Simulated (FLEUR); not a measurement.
## Short convergence ladders for Mg (P-3m1, 2 atoms in the cell)

```yaml
crystal:
  lattice:
    - [1.60018, -2.77160, 0.00000]
    - [1.60018, 2.77160, 0.00000]
    - [0.00000, 0.00000, 5.19437]
  atoms:
    - { symbol: Mg, position: [0.33333, 0.66667, 0.25963] }
    - { symbol: Mg, position: [0.66667, 0.33333, 0.75000] }
```

Base method: FLEUR with LDA (Vosko-Wilk-Nusair), all-electron FLAPW (FLEUR), scalar-relativistic valence.

Base settings: Kmax = 3.8 1/bohr; GmaxXC = 11.4 1/bohr; xcFunctional = vwn; jspins = 1; l_soc = F; mode = hist; fermiSmearingEnergy = 0.00367493 Htr; mesh (inpgen div1-3) = 6 6 3; inpgen gamma flag = true; Gmax = 11.4 1/bohr.

**The k-point mesh at a smearing width of 0.02 eV**

In this ladder: fermiSmearingEnergy = 0.00073499 Htr. Moved along: kpt_gamma.

Only quantities that move along the ladder and can be compared are tabulated.

| kpt_div | free energy less the last step's (meV/atom) |
|---|---|
| 4 4 3 | -53.14 |
| 5 5 3 | -33.33 |
| 6 6 3 | 48.93 |
| 9 9 5 | 2.94 |
| 13 13 7 | 4.40 |
| 19 19 10 | 0.93 |
| 23 23 13 | 0.00 |

Coarsest kpt_div that holds the free energy within 5 meV/atom of the last step, with all finer ones: 9 9 5; the step before is off by 49 meV/atom.

**The width of Fermi-Dirac smearing**

In this ladder: kpt_div = 10 10 5.

Narrow widths need finer meshes than wide ones, so the last steps can hold mesh noise.

Only quantities that move along the ladder and can be compared are tabulated; pressure and forces are left out, as mesh noise rules them at narrow widths.

```tsv
fermiSmearingEnergy	free energy less the last step's (meV/atom)	energy extrapolated to zero width less the last step's (meV/atom)
0.0367493 Htr	-706.45	-8.74
0.0183747 Htr	-172.26	-3.07
0.0110248 Htr	-58.72	-3.99
0.00734986 Htr	-23.16	-2.89
0.00367493 Htr	0.00	0.00
```

Widest fermiSmearingEnergy that holds the free energy within 5 meV/atom: not settled: the last two steps still differ by 23 meV/atom, over half the tolerance, so the ladder does not show it.

Widest fermiSmearingEnergy that holds the energy extrapolated to zero width within 2 meV/atom: not settled: the last two steps still differ by 2.9 meV/atom, over half the tolerance, so the ladder does not show it.

The extrapolation to zero width removes most of the smearing's effect on the energy.

On the base run: the starting cell has typed, rounded lattice constants, without a prior relaxation at this level. Its lattice was rescaled by up to half a per cent. One atom was moved a little off its site on purpose. Values depend on the basis (sphere radii, cutoffs, local orbitals), which need not be converged.

Left out of this page: 2 runs of the series outside the window shown, repeating another row's setting, or not comparable.
